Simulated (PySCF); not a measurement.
PySCF 2.14.0, R2SCAN/def2-svp, df: Sn(H)(Me)2(Vi) (C=[CH][SnH]([CH3])[CH3]), 15 atoms. The geometry is a generated start, not checked to be a minimum at this level.

```yaml
task: energy
method: r2scan
basis: def2-svp
two_electron_scheme: density fitting
mol.max_memory: 3000 MB
mf.max_cycle: 100
mf.conv_tol: 1e-09 (default)
mf.grids.level: 3 (default)
effective_core_potentials: those of the basis set, past Kr
basis_functions: 132
grid_points: 176512
```

```xyz
15

Sn    -0.4164    -0.0166    -0.6818
C     -0.9874     2.0287    -0.1765
C     -1.4404    -1.3912     0.6649
C      1.7269    -0.2692    -0.6307
C      2.4219    -0.6392     0.4263
H     -0.8981    -0.3332    -2.2778
H     -1.9328     2.2861    -0.6383
H     -0.2357     2.7346    -0.5117
H     -1.0896     2.1296     0.9000
H     -1.2241    -2.4212     0.4054
H     -1.1150    -1.2126     1.6855
H     -2.5117    -1.2366     0.6147
H      2.2485    -0.0538    -1.5523
H      1.9564    -0.8694     1.3722
H      3.4975    -0.7359     0.4000
```

With the defaults (mf.DIIS = CDIIS, mf.diis = true, mf.init_guess = minao, mf.level_shift = 0, mf.diis_space = 8) it converges in 15 Fock builds. One run each on 2 threads, 1 BLAS thread, with these changes:
- mf.init_guess = mod_huckel
- mf.level_shift = 0.1 Hartree
- mf.diis_space = 3
- mf.level_shift = 1 Hartree
- mf.diis_space = 12
- mf.DIIS = ADIIS
- mf.init_guess = 1e
- mf.DIIS = EDIIS
- mf.diis = false

Which of these changes keep the SCF from converging, or lead it to another solution?

No convergence: mf.DIIS = EDIIS; mf.diis = false (the run ends without SCF convergence in 100 cycles). The rest reach the solution of the defaults.

```json
[
 {"setting": "mf.level_shift = 0.1 Hartree", "Fock builds": "14", "end": "same solution"},
 {"setting": "the defaults", "Fock builds": "15", "end": "same solution"},
 {"setting": "mf.init_guess = mod_huckel", "Fock builds": "15", "end": "same solution"},
 {"setting": "mf.diis_space = 12", "Fock builds": "15", "end": "same solution"},
 {"setting": "mf.init_guess = 1e", "Fock builds": "19", "end": "same solution"},
 {"setting": "mf.diis_space = 3", "Fock builds": "21", "end": "same solution"},
 {"setting": "mf.DIIS = ADIIS", "Fock builds": "22", "end": "same solution"},
 {"setting": "mf.level_shift = 1 Hartree", "Fock builds": "38", "end": "same solution"},
 {"setting": "mf.DIIS = EDIIS", "Fock builds": "101", "end": "no convergence"},
 {"setting": "mf.diis = false", "Fock builds": "101", "end": "no convergence"}
]
```
